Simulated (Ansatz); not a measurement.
An Ansatz (a program for electronic structure) run: hypothetical Fmmm Cl with a change (biaxial strain −0.76 %, plane normal [001], relaxed out of plane); plane-wave PAW DFT at the r2SCAN+rVV10 level (Ansatz, 500 eV), without spin-orbit coupling.

Input:

Ansatz 0.2 input:
```yaml
crystal:
  lattice:
    - [2.577895834, 0, 0]
    - [-0.0002912278, 2.5778958176, 0]
    - [1.2888023031, 1.2889479088, 6.9845748588]
  atoms:
    - { symbol: Cl, position: [0.8679892509, 0.8679892509, 0.2640214983] }
    - { symbol: Cl, position: [0.1320107491, 0.1320107491, 0.7359785017] }
basis: { ecutwfc: 500, ecutrho_ratio: 4, xc_grid: 4, fft_grid_basis: typed }
kpoints: { mp_grid: { grid: [22, 22, 22] } }
hamiltonian:
  xc: r2scan
  dispersion: rvv10
  pseudopotentials: { kind: paw }
scf: { occupations: { method: fermi_dirac, width: 0.1 } }
relax: { f_tol: 0.005, max_steps: 50, cell: { stress_tol: 0.01, fix: [a, b, gamma] } }
output: { forces: true, stress: true }
checkpoint: { write: state.ck, write_every: 1000 }
```

Output (explanatory and most iteration lines left out):

```
Relaxation: its limit of steps is 50 (relax.max_steps)
Pseudopotential: Cl, paw, valence charge 7
Crystal: 2 atoms, lattice volume = 46.416 Å³
Basis set: ecut = 500 eV, 1181 PW (Γ), exchange–correlation on 80×80×216 points (64 copies of the dense FFT grid, shifted against one another)
Bands: 11, of which v1, the nominal top of the filled ones, is band 7 counted from 1 (6 counted from 0)
Symmetry: 8 space group operations
Space group: Fmmm (ITA 69), of the structure as read, at distance tolerance 3.6e-5 Å
k-points: 1530 of 10648
Functional: x = r2scan, c = r2scan + rvv10(b = 11.95, C = 0.0093); τ floored in thin density (d = 2e-4 eV/Å³)
SCF iter   1: F=—  HF=-2165.156597 eV  |F-HF|=—  |Δ(HF+E_count)|=         —  Δρ=6.08e-3  dr2=1.64e-2  dr2_τ=1.12e-2  ethr=1.77e-3  ⟨swp⟩=6.7  Hψ=115403  notcnv=0
SCF iter   2: F=—  HF=-2165.159843 eV  |F-HF|=—  |Δ(HF+E_count)|=   3.25e-3  Δρ=2.40e-3  dr2=2.85e-3  dr2_τ=5.42e-4  ethr=1.17e-4  ⟨swp⟩=2.1  Hψ=45475  notcnv=0
SCF 1 converged in 6 iterations: F = -2165.158797 eV  dr2 = 1.04e-9
relax step   1: F+E_penalty+E_count = -2165.15879683 eV  Δ(F+E_penalty+E_count) = +0.000e0 eV  max|allowed force component| = 4.974e-4 eV/Å  Δτ_max = 0.0000 Å  P = +0.967 GPa  Ω = 46.416 Å³  fix = [a, b, gamma]  reactions: a +1.503, b +1.503 GPa; gamma -0.000 GPa/rad  (6 SCF iters, dr2 threshold 1.00e-7 eV, accepted)
[... steps on the carried basis left out ...]
relax step   4: F+E_penalty+E_count = -2165.15887871 eV  Δ(F+E_penalty+E_count) = -4.124e-5 eV  max|allowed force component| = 4.112e-4 eV/Å  Δτ_max = 0.0036 Å  P = +1.001 GPa  Ω = 46.224 Å³  energy of the carried Pulay correction = +1.473e-5 eV  fix = [a, b, gamma]  reactions: a +1.505, b +1.505 GPa; gamma -0.000 GPa/rad  (8 SCF iters, accepted)
Crystal: 2 atoms, lattice volume = 46.224 Å³
SCF iter   1: F=—  HF=-2165.158864 eV  |F-HF|=—  |Δ(HF+E_count)|=         —  Δρ=5.24e-6  dr2=1.49e-9  dr2_τ=5.48e-9  ethr=6.21e-7  ⟨swp⟩=2.7  Hψ=156991  notcnv=0
SCF iter   2: F=—  HF=-2165.158864 eV  |F-HF|=—  |Δ(HF+E_count)|=   2.27e-7  Δρ=1.56e-6  dr2=8.98e-10  dr2_τ=1.41e-10  ethr=1.07e-11  ⟨swp⟩=3.2  Hψ=39394  notcnv=0
SCF 5 converged in 6 iterations: F = -2165.158864 eV  dr2 = 1.14e-13
SCF converged after 6 iterations
Free energy (F): -2165.158864 eV
Internal energy: -2165.130768 eV  (E = F + TS)
E sigma→0 (E₀):  -2165.144816 eV
Entropy (-TS):   -0.028096 eV (-14.048 meV/atom)
Fermi energy:    2.994277 eV
--- Forces (eV/Å), atoms counted from 1 ---
  atom   1  Cl     0.00000000    -0.00000000     0.00041709
  atom   2  Cl    -0.00000000     0.00000000    -0.00041709
--- Stress (GPa, compression-positive) ---
        1.505018       0.000140      -0.000000
        0.000140       1.505018      -0.000000
       -0.000000      -0.000000      -0.006585
  P = ⅓ Tr σ = 1.0012 GPa (10.012 kbar)
--- Relaxed structure (4 steps of the walk, 3 accepted, 1 SCFs on fresh bases) ---
  cell:  # Å, volume = 46.2243 Å³
    - [2.577895834025083, 2.833685157393759e-15, 3.136337659950588e-17]
    - [-0.0002912278, 2.577895817574917, 3.1790475154723876e-17]
    - [1.2888023031125417, 1.2889479087874598, 6.955687878185407]
  atoms:
    - { symbol: Cl, position: [0.8680910079957884, 0.8680910079957882, 0.2638179840084236] }
    - { symbol: Cl, position: [0.1319089920042119, 0.1319089920042118, 0.7361820159915764] }
```

Stability against distortions was not tested. The cell was made from Cl (space group Fmmm, No. 69; a hypothetical phase, not in the database extracts checked) by this change: biaxial strain −0.76 %, plane normal [001], relaxed out of plane.
